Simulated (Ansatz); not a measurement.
Start from MgS in the rock salt structure (space group Fm-3m, No. 225).

Space group Fm-3m (No. 225); a = b = c = 5.1820 Å, α = β = γ = 90.00°

```json
[
 {"atom": "S", "site": "4a", "symmetry": "m-3m", "x": "0.0000", "y": "0.0000", "z": "0.0000"},
 {"atom": "Mg", "site": "4b", "symmetry": "m-3m", "x": "0.5000", "y": "0.5000", "z": "0.5000"}
]
```
(The calculation used a cell of 2 atoms; values per cell refer to that cell.)

Levels (all Ansatz, a first-principles code, PAW): PBEsol (420 eV, without spin-orbit coupling); HSE06 (420 eV, without spin-orbit coupling).

Its gap is 2.73 eV with PBEsol and 3.83 eV with HSE06.

Perturbation: cell and atoms relaxed at a pressure of 10 GPa.

With PBEsol the gap becomes 2.92 eV.

**Question.** If the HSE06 correction stayed the same, what would the HSE06 gap be, and what does the HSE06 run give?

**Answer.** A rigid correction of +1.10 eV gives 4.02 eV. The HSE06 run gives 4.07 eV, so the correction itself changes by +0.05 eV.

Single points use the geometry relaxed with PBEsol. The hybrid gap comes from the SCF mesh plus the semilocal run's edge points and a few special points and is an upper bound. Load acts through the strain it causes; cell and atoms are relaxed under it. Whether these cells are dynamically stable was not tested. Competing high-pressure phases were not computed.
